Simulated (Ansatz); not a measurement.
Input and output of a self-consistent single point for Mg (P6_3/mmc, 4 atoms in the cell) (Ansatz, a first-principles code).

Method of the run: revPBE, harder PAW files (source: ansatz) made with PBE (plane waves; Ansatz).

```xyz
4
Lattice="3.2531 0.0000 0.0000 -1.6265 2.8172 0.0000 0.0000 0.0000 10.5665" Properties=species:S:1:pos:R:3 pbc="T T T"
Mg     0.0000     0.0000     0.0000
Mg     0.0000     0.0000     5.2833
Mg     0.0000     1.8782     2.6416
Mg     1.6265     0.9391     7.9249
```

Reference input (self-consistent single point, DFT, revPBE, plane waves, harder PAW files (source: ansatz) made with PBE): basis.ecutwfc = 620 eV; kpoints.mp_grid.grid = 12 12 3; hamiltonian.xc = revpbe; hamiltonian.pseudopotentials = {kind: paw, source: ansatz}; scf.occupations.method = fermi_dirac; scf.occupations.width = 0.05 eV. This run's input differs from it in these lines:

Ansatz 0.2 input:
```diff
@@ -12,3 +12,3 @@
 basis:
-  ecutwfc: 620.0
+  ecutwfc: 495.0
 kpoints:
```

Output, abridged:

```
SCF iter   1: F=—  HF=-7703.421712 eV  |F-HF|=—  |Δ(HF+E_count)|=         —  Δρ=1.39e-2  dr2=2.24e-1  ethr=3.10e-3  ⟨swp⟩=5.9  Hψ=3817  notcnv=0
all-band conjugate gradients solve this SCF's bands
preconditioner: auto → Kerker (q_TF=auto, 2.354 Å⁻¹)
SCF iter   2: F=—  HF=-7703.429890 eV  |F-HF|=—  |Δ(HF+E_count)|=   8.18e-3  Δρ=9.85e-3  dr2=1.18e-1  ethr=5.60e-4  ⟨swp⟩=1.1  Hψ=1221  notcnv=0
SCF iter   3: F=—  HF=-7703.424464 eV  |F-HF|=—  |Δ(HF+E_count)|=   5.43e-3  Δρ=2.13e-3  dr2=6.35e-3  ethr=2.94e-4  ⟨swp⟩=2.0  Hψ=1042  notcnv=0
SCF iter   4: F=—  HF=-7703.422580 eV  |F-HF|=—  |Δ(HF+E_count)|=   1.88e-3  Δρ=2.27e-4  dr2=2.14e-5  ethr=1.59e-5  ⟨swp⟩=2.6  Hψ=1487  notcnv=0
SCF iter   5: F=—  HF=-7703.422512 eV  |F-HF|=—  |Δ(HF+E_count)|=   6.78e-5  Δρ=7.87e-5  dr2=3.55e-6  ethr=5.34e-8  ⟨swp⟩=2.0  Hψ=1679  notcnv=0
SCF iter   6: F=—  HF=-7703.422511 eV  |F-HF|=—  |Δ(HF+E_count)|=   1.09e-6  Δρ=2.36e-5  dr2=6.42e-7  ethr=8.86e-9  ⟨swp⟩=2.0  Hψ=1545  notcnv=0
SCF iter   7: F=-7703.422511 eV  HF=-7703.422511 eV  |F-HF|=1.53e-9  |Δ(HF+E_count)|=   2.48e-8  Δρ=3.56e-6  dr2=1.30e-8  ethr=2.50e-10  ⟨swp⟩=4.2  Hψ=3661  notcnv=0
SCF 1 converged in 7 iterations: F = -7703.422511 eV  dr2 = 1.30e-8
Free energy (F): -7703.422511 eV
Internal energy: -7703.405501 eV  (E = F + TS)
E sigma→0 (E₀):  -7703.414006 eV
Entropy (-TS):   -0.017010 eV (-4.252 meV/atom)
Fermi energy:    5.238050 eV
--- Forces (eV/Å), atoms counted from 1 ---
  atom   1  Mg     0.00000000     0.00000000     0.00000000
   [... zero for the other atoms too ...]
--- Stress (GPa, compression-positive) ---
       -0.683499       0.000000       0.000000
        0.000000      -0.683499       0.000000
        0.000000       0.000000      -1.059346
  P = ⅓ Tr σ = -0.8088 GPa (-8.088 kbar)
  The stress holds the Pulay correction. Without it, at fixed plane waves, as pw.x and ABINIT print it: P = -2.1269 GPa
```

The run converged in 7 iterations. Against the reference run the free energy rises by 16.6 meV/atom and the pressure moves little (-0.79 to -0.81 GPa).

The starting cell comes from a database of computed structures (which also holds hypothetical and non-ambient phases and stackings), without a prior relaxation at this level. Its lattice was rescaled by a random factor within 2.5 % of one. Ansatz's pressure includes its estimate of the finite-basis (Pulay) stress. Without the estimate this run gives -2.13 GPa. The cutoff lies below the one recommended for these files.
